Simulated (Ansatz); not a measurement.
Base system: Ru in the hcp (Mg type) structure (space group P6_3/mmc, No. 194; a = 2.7046 Å, c = 4.2601 Å). Axes: x lies along a and z along c of the hexagonal cell.

Method: r2SCAN (Ansatz, a quantum-chemistry and plane-wave program), without spin-orbit coupling.

Base values:

Pressure: 0.0 GPa

Perturbation: tensor shear ε_xy = −2.88 % (engineering shear γ = -0.0576), atoms relaxed at fixed cell.

Question: Predict the new energy relative to the base and pressure.

Answer: The energy rises by 29 meV/atom; the pressure (mean of the normal stresses, compression positive) goes from zero to 1.0 GPa.

Without a gap, meshes like the base's 20×20×11 leave anisotropic stresses uncertain by several tenths of a GPa, and small strain energies with them. The cells carry an imposed strain or load. Whether these cells are dynamically stable was not tested. The final runs are not spin-polarised.
